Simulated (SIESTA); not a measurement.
SIESTA run on MgV4O10 (P-1, 15 atoms in the cell): self-consistent single point.

Method: GGA PBEsol, numerical atomic orbitals DZP, PseudoDojo PBEsol standard norm-conserving potentials (rewritten from UPF to PSML) (SIESTA).

```
CELL_PARAMETERS angstrom
      5.06757     0.00000     0.00000
     -0.95163     5.28344     0.00000
     -2.38662    -2.09674     7.18874
ATOMIC_POSITIONS crystal
  Mg 0.50000 0.00000 0.50000
  V  0.66095 0.59409 0.70544
  V  0.33905 0.40591 0.29456
  V  0.83462 0.77547 0.18396
  V  0.16538 0.22453 0.81604
  O  0.64165 0.35127 0.45274
  O  0.35835 0.64873 0.54726
  O  0.88778 0.94064 0.68518
  O  0.11222 0.05936 0.31482
  O  0.30742 0.22941 0.04824
  O  0.69258 0.77059 0.95176
  O  0.55703 0.74754 0.28038
  O  0.44297 0.25246 0.71962
  O  0.02103 0.48741 0.80125
  O  0.97897 0.51259 0.19875
```
Moments meant for the start (each program seeds them in its own way; μB, in the order of the atoms Mg V V V V O O O O O O O O O O): 0.0 2.0 2.0 0.0 0.0 0.0 0.0 0.0 0.0 0.0 0.0 0.0 0.0 0.0 0.0.

Reference input (self-consistent single point, DFT, GGA PBEsol, numerical atomic orbitals DZP, PseudoDojo PBEsol standard norm-conserving potentials (rewritten from UPF to PSML)): XC.functional = GGA; XC.authors = PBEsol; potentials = PseudoDojo PBEsol standard; PAO.BasisSize = DZP; PAO.EnergyShift = 0.01 Ry; MeshCutoff = 300 Ry; kgrid.MonkhorstPack = 5 4 3; OccupationFunction = MP; OccupationMPOrder = 0; ElectronicTemperature = 10 meV; Spin = polarized; MaxSCFIterations = 150. This run's input differs from it in these lines:

```diff
@@ -48,3 +48,3 @@
 OccupationMPOrder            0
-ElectronicTemperature        10.0 meV
+ElectronicTemperature        500.0 meV
 Spin                         polarized
```

Log, with long lists cut:

```
        iscf     Eharris(eV)        E_KS(eV)     FreeEng(eV)     dDmax    Ef(eV) dHmax(eV)
   scf:    1   -13932.227756   -14063.448298   -14064.075718  0.900529 -2.784384 23.073484
     spin moment: {S} , |S| = {        0.0        0.0    1.98757 }     1.98757
   scf:    2   -14133.188428   -14101.912108   -14102.516059  0.040913 -3.913314 14.186066
     spin moment: {S} , |S| = {        0.0        0.0    1.95104 }     1.95104
   scf:    3   -14092.311803   -14121.684613   -14122.159758  0.176108 -5.881357  7.920432
     spin moment: {S} , |S| = {        0.0        0.0    1.91832 }     1.91832
   [... lines left out ...]
     spin moment: {S} , |S| = {        0.0        0.0    1.88921 }     1.88921
   scf:   25   -14128.909396   -14128.909453   -14129.420319  0.000013 -5.646762  0.000926
     spin moment: {S} , |S| = {        0.0        0.0    1.88909 }     1.88909
   scf:   26   -14128.909353   -14128.909403   -14129.420320  0.000011 -5.646715  0.000673
     spin moment: {S} , |S| = {        0.0        0.0    1.88899 }     1.88899
   scf:   27   -14128.909321   -14128.909362   -14129.420320  0.000009 -5.646674  0.000566
     spin moment: {S} , |S| = {        0.0        0.0    1.88891 }     1.88891
SCF Convergence by DM+H criterion
max |DM_out - DM_in|         :     0.0000090554
max |H_out - H_in|      (eV) :     0.0005663602
SCF cycle converged after 27 iterations

Using DM_out to compute the final energy and forces

siesta: E_KS(eV) =           -14128.9094

siesta: E_KS - E_eggbox =    -14128.9094

siesta: Atomic forces (eV/Ang):
     1   -0.000000   -0.000000   -0.000000
     2   -0.223334    0.008198    0.195694
     3    0.223334   -0.008198   -0.195694
     4    0.378629   -0.498191    0.071528
     5   -0.378629    0.498191   -0.071528
     6   -0.630996    0.367587    0.127753
     7    0.630997   -0.367587   -0.127753
     8   -0.011721   -0.044113    0.304873
     9    0.011721    0.044113   -0.304872
    10   -0.340778    0.397156    0.426234
    11    0.340778   -0.397156   -0.426234
   [... lines left out ...]
siesta: FreeEng =    -14129.420320
siesta: Cell volume =        192.472984 Ang**3
siesta:        -104.04385546        -86.15295869  kBar
   [... lines left out ...]
     8    -0.503153    6.503153   -0.016784  O
     9    -0.503153    6.503153   -0.016784  O
    10    -0.390014    6.390014   -0.042182  O
    11    -0.390014    6.390014   -0.042182  O
    12    -0.559010    6.559010   -0.015596  O
    13    -0.559010    6.559010   -0.015596  O
    14    -0.373410    6.373410   -0.033618  O
    15    -0.373410    6.373410   -0.033618  O
 Total    -0.000000                1.888911
```

The run converged in 27 iterations. Against the reference run the free energy goes down by 15.3 meV/atom, the pressure goes from -10.55 to -10.40 GPa, the largest force goes from 0.956 to 0.772 eV/Å and the size of the net moment stays at 0.13 μB/atom.

The starting cell comes from a database of computed structures (which also holds hypothetical and non-ambient phases and stackings), without a prior relaxation at this level. The magnetic order is the one reached from the typed start; others were not searched systematically. Values carry the incompleteness of an atom-centred basis. With a pressure of about -10 GPa the cell is away from its equilibrium volume at this level.

Cost on one core of a shared machine: roughly 2 min.
